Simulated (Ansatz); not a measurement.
**Al: pressure series**

Consider Al in the fcc (Cu type) structure (space group Fm-3m, No. 225; a = 3.9907 Å).

Cell and atoms are relaxed at each pressure.

The values are results of r2SCAN (Ansatz, a quantum-chemistry and plane-wave program), spin-orbit coupling left out, earlier PAW set, not measurements.

Notes on the quantities. enthalpy: H = E + PV relative to the base's energy.

```csv
variant,lattice parameter a,enthalpy
base,3.991 Å,–
pressure −2 GPa,…,-0.20 eV/atom
pressure −1 GPa,4.005 Å,-0.10 eV/atom
pressure 1.8 GPa,3.966 Å,+0.18 eV/atom
pressure 4.2 GPa,3.937 Å,+0.41 eV/atom
pressure 9 GPa,3.885 Å,+0.86 eV/atom
pressure 18 GPa,3.807 Å,+1.65 eV/atom
pressure 30 GPa,3.726 Å,+2.65 eV/atom
pressure 45 GPa,3.646 Å,+3.82 eV/atom
pressure 60 GPa,3.582 Å,+4.93 eV/atom
```

Task: Some entries are withheld; estimate them.

Result: 
- pressure −2 GPa, lattice parameter a: 4.021 Å

Load acts through the strain it causes; cell and atoms are relaxed under it. No phonon test of stability was made. No other phases were tried under pressure.
